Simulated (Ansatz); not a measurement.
**A computed series for ZnSe: pressure series**

The parent structure is ZnSe in the zinc blende structure (space group F-43m, No. 216; a = 5.6655 Å).

Cell and atoms are relaxed at each pressure.

Computed with r2SCAN (Ansatz, a program for electronic structure, PAW, spin-orbit coupling left out).

| change | band gap | lattice parameter a |
|---|---|---|
| base | 1.87 eV | 10.706 bohr |
| pressure −2 GPa | 1.73 eV | 10.824 bohr |
| pressure −1 GPa | 1.80 eV | 10.762 bohr |
| pressure 0.3 GPa | 1.89 eV | 10.690 bohr |
| pressure 0.7 GPa | … | … |
| pressure 1.5 GPa | 1.96 eV | 10.628 bohr |
| pressure 3 GPa | 2.05 eV | 10.557 bohr |
| pressure 5 GPa | 2.16 eV | 10.472 bohr |
| pressure 7.5 GPa | 2.28 eV | 10.378 bohr |
| pressure 10 GPa | 2.39 eV | 10.293 bohr |

Question: Fill in the withheld entries from the trend.

Answer: 
- pressure 0.7 GPa, band gap: 1.91 eV
- pressure 0.7 GPa, lattice parameter a: 10.669 bohr

Load acts through the strain it causes; cell and atoms are relaxed under it. Whether these cells are dynamically stable was not tested. Tetrahedral semiconductors of this kind turn to denser phases somewhere between about 1 and 50 GPa; those were not computed, so compressed cells here can lie past the real transition.
